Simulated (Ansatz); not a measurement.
# Pt: energy against strain

Pt (fcc, Fm-3m, 15.311 Å³/atom and stress up to 0.01 GPa in the relaxed cell) under an equal strain ε in the (111) plane with the normal axis free, as in a coherent film. r2SCAN in Ansatz, a plane-wave DFT program (PAW, default set), 500 eV, 29×29×29 Γ-centred mesh, Fermi-Dirac smearing 0.10 eV.

Here s stands for strain and y for E less E0.

| strain (%) | E less E0 (meV/atom) |
|---|---|
| -1.25 | 4.18 |
| -0.83 | 1.72 |
| -0.42 | 0.37 |
| 0.00 | 0.00 |
| 0.42 | 0.58 |
| 0.83 | 2.01 |
| 1.25 | 4.32 |
| 2.50 | ? |

**Question.** Using a parabola, estimate the missing y at s = 2.50 from the other rows, showing the fit.

**Answer.** Least squares gives y = -0.005 + 0.1038·s + 2.7220·s². Residuals (row less fit): 0.062, -0.064, -0.062, 0.005, 0.061, 0.054, -0.058; standard error 0.074 (degrees of freedom: 4). The quadratic coefficient over the volume, 2.7220 meV × 10⁴ × 0.1602 / 15.311 Å³, is the biaxial elastic modulus of this plane = about 280 GPa. At the withheld row, y = -0.005 + 0.1038 × 2.50 + 2.7220 × 2.50² = 17.267 meV/atom. The calculation gives 16.02 meV/atom, 1.247 meV/atom below the prediction (7.8 % of the range of y in the table). The row lies outside the fitted rows, so this is an extrapolation. From the scatter of the fitted rows alone, a prediction at this place has a standard error of 0.282 meV/atom, so the miss is 4.4 times that.

A polynomial of degree 3 through the 12 other runs of the series gives 15.69 there, so most of the miss is curvature that the fit leaves out. In a metal these values are sensitive to mesh and smearing; energies are taken to zero smearing, stresses follow the free energy. The runs aren't spin-polarised. Spin-orbit coupling is left out, which can shift these values for the heavy elements here. Rows are the converged runs of the series near zero and its far end; series whose fitted rows scatter by over a few per cent of the range, as at a crossing or softening among them, aren't shown in this form, nor equations of state whose B0' disagrees with the runs' pressures. Most that stay on the fit to the last digits aren't either.
